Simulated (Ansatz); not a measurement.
Structures of equal composition on the (111) surface of fcc Au: a layer of Ir in place of the second plane; a layer of Ir in place of the third plane. The slabs share one bottom face, and each structure is named by its start. These are constructed structures in small cells; real faces may alloy, dewet or reconstruct in larger ones, and not all known structures of the face are among them. Slabs of about 12 Å with all that they carry, Fermi-Dirac smearing of 0.1 eV. Bottom of the slabs: a bare face, its two planes held. Relaxed from the named starts with such symmetry as they have, on meshes of like density; energies extrapolated to zero smearing; no spin-orbit coupling, no U. Spin-polarised runs, if any, are marked in brackets, and their order is one that fits the cell; the others ran without spin.

These are PBE (plane waves to 420 eV, PAW; Ansatz, an electronic-structure program) values and carry that method's errors.

Question: Rank these by energy per 1x1 cell (lowest first), as PBE gives it.

Answer: a layer of Ir in place of the third plane (0.000 eV), a layer of Ir in place of the second plane (0.140 eV)
